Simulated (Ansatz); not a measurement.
**Lattice constant a of YSi (model structure, started from the CoSn type, P6/mmm, No. 191, 6 atoms in the cell) at several levels of theory**

No measured value is used here.

```json
[
 {"level (code)": "PBE (Ansatz)", "value (Å)": "6.964"},
 {"level (code)": "PBEsol (Ansatz)", "value (Å)": "___"},
 {"level (code)": "PBE-D3(BJ) (Ansatz)", "value (Å)": "6.889"}
]
```

### Question
Fill in the missing entries.

### Answer

- PBEsol (Ansatz, a quantum-chemistry and plane-wave program), value (Å): 6.858

Ansatz's density-functional and Hartree–Fock values are scalar-relativistic unless marked +SOC, with PAW data made under PBE.

A model structure was made by putting elements into a prototype or built by hand; it is no filed structure, need not be a known phase, and can be a saddle point held by its symmetry.
